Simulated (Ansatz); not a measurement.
The starting structures come from a database of crystals and need not be the phases stable at ambient conditions.

```
CELL_PARAMETERS angstrom
      4.93078     0.00000     0.00000
      2.37805     4.40403     0.00000
      0.00000     0.00000     8.17971
ATOMIC_POSITIONS crystal
  Si 0.41854 0.34949 0.93778
  Si 0.58146 0.65051 0.43778
  Si 0.25425 0.30622 0.56366
  Si 0.74575 0.69378 0.06366
  O  0.54882 0.59022 0.94627
  O  0.45118 0.40978 0.44627
  O  0.34922 0.30944 0.75069
  O  0.65078 0.69056 0.25069
  O  0.89089 0.53410 0.54542
  O  0.10911 0.46590 0.04542
  O  0.32250 0.96944 0.51129
  O  0.67750 0.03056 0.01129
```

Space group of this cell: P2_1. The cell is taken as given.

Transport runs along the normal of the first two printed cell vectors.

The gap is the functional's own, uncorrected, and κ follows it; spin-orbit coupling is left out. Mid-gap values are interpolated between the computed energies.

Problem. Give the band gap and the smallest decay constant κ at mid-gap that Ansatz (a program for electronic structure) with r2SCAN yields.

Solution. Gap 6.34 eV on a 8×8×4 mesh; κ = 0.523 1/Å, at the zone centre.
